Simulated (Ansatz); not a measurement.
Band structure of Zn (P6_3/mmc, 2 atoms in the cell).

```
CELL_PARAMETERS angstrom
      1.33000    -2.30363     0.00000
      1.33000     2.30363     0.00000
      0.00000     0.00000     4.95000
ATOMIC_POSITIONS crystal
  Zn 0.33333 0.66667 0.25000
  Zn 0.66667 0.33333 0.75000
```

Level of theory: PBE, PAW files (plane waves; Ansatz, a program for electronic structure).

Settings: kpoints.mp_grid.grid = 14 14 7; hamiltonian.xc = pbe; hamiltonian.pseudopotentials = {kind: paw} (an earlier, softer set of the program's PAW files); scf.occupations.method = fermi_dirac; scf.occupations.width = 0.05 eV; kpoints.band_path.npoints = 8.

The starting cell has typed, rounded lattice constants, without a prior relaxation at this level.

Levels in eV from the Fermi level, bands 9 to 15:
```tsv
point	9	10	11	12	13	14	15
Γ	-7.25	-7.04	-7.04	-3.63	-3.02	13.51	17.08
M	-6.86	-6.84	-2.81	-2.12	2.63	3.56	4.10
K	-7.14	-7.14	0.06	0.06	0.19	4.99	6.10
A	-7.13	-7.13	-7.13	-7.13	4.57	4.57	18.76
L	-6.85	-6.85	-1.84	-1.84	0.17	0.17	10.09
H	-7.05	-7.05	0.99	0.99	1.85	1.85	2.19
```

Bands cross the Fermi level along this path, so the cell is metallic at this level.

Keys are those of Ansatz 0.2.
